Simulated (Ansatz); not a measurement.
## What pressure 0.9 GPa does to MgTe

The reference is MgTe in the zinc blende structure (space group F-43m, No. 216; a = 6.439 Å).

The change: a hydrostatic pressure of 0.9 GPa.

Level of theory: DFT with PBEsol, PAW potentials and a 420 eV plane-wave cutoff in Ansatz (a quantum-chemistry and plane-wave program), no SOC. k-mesh 9×9×9 (Γ-centred); smearing 0.05 eV (Fermi–Dirac).

| quantity | base | changed | shift |
|---|---|---|---|
| volume per atom | 33.38 Å³ | 32.60 Å³ | -0.78 Å³ |
| density | 3.78 g/cm³ | 3.87 g/cm³ | +0.09 g/cm³ |
| lattice parameter a | 6.439 Å | 6.389 Å | -0.0505 Å |
| enthalpy H = E + PV relative to the base's energy | – | +0.19 eV/atom | – |
| band gap | 2.35 eV | 2.45 eV | +0.10 eV |
| gap character | direct at Γ | direct at Γ | – |
| mean gap deformation potential ΔEg/Δln V | – | -4.4 eV | – |
| electron mass | 0.16 mₑ (at Γ) | 0.17 mₑ (at Γ) | – |
| hole mass (degenerate bands, along [100]) | 0.19, 0.88, 0.88 mₑ (at Γ) | 0.19, 0.86, 0.86 mₑ (at Γ) | – |
| valley order (the lowest conduction-band minima on the path, energy above the VBM, named in the base's zone) | Γ 2.35 eV; X along ⟨100⟩ 2.71 eV; L along ⟨111⟩ 3.18 eV | Γ 2.45 eV; X along ⟨100⟩ 2.68 eV; L along ⟨111⟩ 3.23 eV | – |

Final structure:

```yaml
crystal:
  lattice:
    - [0.00000, 3.19439, 3.19439]
    - [3.19439, 0.00000, 3.19439]
    - [3.19439, 3.19439, 0.00000]
  atoms:
    - { symbol: Mg, position: [0.00000, 0.00000, 0.00000] }
    - { symbol: Te, position: [0.25000, 0.25000, 0.25000] }
```

Spin-orbit coupling, missing from the scalar runs, can matter with Te. Load acts through the strain it causes; cell and atoms are relaxed under it. Masses are band curvatures over ±0.01 Å⁻¹ around the edge. Whether these cells are dynamically stable was not tested.
